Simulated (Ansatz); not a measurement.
## Thermal expansion of rock salt HfN

Method: the quasi-harmonic free energy, DFT at the PBEsol level (Ansatz, a program for electronic structure); phonon mesh 4×4×4, k mesh 12×12×12. Spin-orbit coupling is not included.

| T (K) | α_L (10⁻⁶/K) | C_P (J/mol/K) | bulk modulus B_T (GPa) | γ |
|---|---|---|---|---|
| 100 | 3.0 | 19.2 | 279 | 1.79 |
| 200 | 5.1 | 32.4 | 276 | 1.80 |
| 300 | 6.4 | 40.3 | 273 | 1.82 |
| 400 | 7.1 | 44.7 | 270 | 1.83 |
| 500 | 7.6 | 47.2 | 267 | 1.83 |
| 600 | 8.0 | 48.9 | 263 | 1.84 |
| 700 | 8.3 | 50.2 | 259 | 1.85 |
| 800 | 8.5 | 51.2 | 255 | 1.86 |
| 900 | 8.8 | 52.0 | 252 | 1.86 |
| 1000 | 9.0 | 52.7 | 248 | 1.87 |

- conventional lattice constants at 300 K = a = 4.514 Å
- entropy at 300 K = 45.0 J/(mol K)
- adiabatic bulk modulus at 300 K = 276 GPa
- bulk modulus without vibrations = 285 GPa
- zero-point volume expansion = 0.55 %

Computed at 300 K against measurement: lattice constant a 4.514 computed, 4.524 measured Å (-0.2 %; Seo, Lee, Wen, Petrov, Greene, Gall, J. Appl. Phys. 96, 878 (2004)).  

Values include zero-point motion; explicit anharmonicity at fixed volume is left out.

No phase change or melting is allowed for: the numbers belong to this structure as given.

The PAW data sets were generated under PBE and serve the other functionals too.
